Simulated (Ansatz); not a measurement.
**In2Se3 (P6₁, No. 169, 30 atoms in the cell; start mp-612740)**

Method: r²SCAN (plane waves, PAW; Ansatz, a program for electronic structure).

Settings: plane-wave cutoff 560 eV, 6×6×2 k mesh (along the axes of the cell as run), Fermi–Dirac smearing 0.01 eV, scalar-relativistic PAW data made under PBE.

Cell (relaxed at this level):

Space group P6₁ (No. 169); a = b = 7.2651 Å, c = 19.6167 Å, α = β = 90.00°, γ = 120.00°

| atom | site | symmetry | x | y | z |
|---|---|---|---|---|---|
| In | 6a | 1 | 0.0139 | 0.3485 | 0.3342 |
| In | 6a | 1 | 0.3044 | 0.0030 | 0.6386 |
| Se | 6a | 1 | 0.0291 | 0.3457 | 0.4687 |
| Se | 6a | 1 | 0.0372 | 0.3664 | 0.1188 |
| Se | 6a | 1 | 0.3400 | 0.0683 | 0.4943 |

```
Quantity                       Result
--------  ---------------------------
band gap  1.56 eV (on the SCF k mesh)
```

Note: the relaxation could not lower the start's symmetry, so the cell can be a saddle point above a distorted one.

Spin–orbit coupling is not included.

The computed numbers hold no vibrational or temperature effects.

A start named mp-… is a Materials Project structure, which need not be a measured phase.
